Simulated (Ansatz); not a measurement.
**Hypothetical P6_422 BAs under a change: pressure 0.7 GPa**

Start from BAs (space group P6_422, No. 181; a = 3.429 Å, c = 7.403 Å; a hypothetical phase, not in the database extracts checked).

It is then changed as follows: cell and atoms relaxed at a pressure of 0.7 GPa.

Calculations: PBEsol/PAW in Ansatz (a first-principles code), scalar-relativistic without spin-orbit coupling. Settings: 11×11×5 k-points, 0.05 eV Fermi–Dirac smearing.

The volume per atom shrinks by 0.059 Å³ to 12.51 Å³ and the density rises by 0.027 g/cm³, from 5.67 g/cm³ to 5.69 g/cm³. The lattice parameter a shrinks by 0.5 pm, from 342.9 pm to 342.4 pm and the c/a ratio stays 2.159. The shortest interatomic distance falls by 0.3 pm (211.2 pm → 210.9 pm) and the enthalpy H = E + PV relative to the base's energy is +0.05 eV/atom. The band gap drops by 0.01 eV (0.31 eV → 0.30 eV) and the gap character remains indirect, Γ → M. The smallest direct gap grows by 0.01 eV, from 2.13 eV to 2.14 eV and the width of the top valence band is nearly the same (3.01 eV against 3.03 eV). The electron mass remains 0.19 mₑ along c, 0.32 mₑ across (at M) and the valence-band top at Γ (three highest levels, from the VBM) becomes 0.00, -0.96, -1.26 eV (base: 0.00, -0.95, -1.26 eV).

Cost of the whole job for the changed cell (relaxation, final SCF and bands): about 50 core-seconds (a rough figure).

Load acts through the strain it causes; cell and atoms are relaxed under it. Masses are band curvatures over ±0.01 Å⁻¹ around the edge. Whether these cells are dynamically stable was not tested. The base started in P3_121 and relaxed to P6_422 at this level. A zero or small gap of BAs under pressure 0.7 GPa can be the functional's error rather than a property of the material.
